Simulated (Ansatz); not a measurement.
Take PtS₂ in the CdI2 type structure (space group P-3m1, No. 164; a = 3.5837 Å, c = 4.6560 Å; layered, stacked along the Cartesian z axis) as the base.

All numbers come from PBE-D3(BJ) (Ansatz, an electronic-structure program, PAW, scalar-relativistic without spin-orbit coupling), earlier PAW set.

Before the change:

| Item | Value |
|---|---|
| Pressure | 0.0 GPa |
| Band gap | zero |

Perturbation: an isotropic linear strain of −1.01 %, atoms relaxed at fixed cell.

Task: How does this affect the pressure?

Result: The pressure (mean of the normal stresses, compression positive) goes from zero to 2.7 GPa.

Task: What happens to the largest internal atomic displacement?

Result: The largest internal atomic displacement comes out as 0.027 Å.

Task: How does this affect the energy relative to the base?

Result: The energy grows by 4.3 meV/atom.

Task: How does this affect the band gap?

Result: The band gap remains zero.

With Pt present, leaving out spin-orbit coupling can change the band edges. Whether these cells are dynamically stable was not tested. The final runs are not spin-polarised. A zero or small gap of PtS2 can be the functional's error rather than a property of the material.
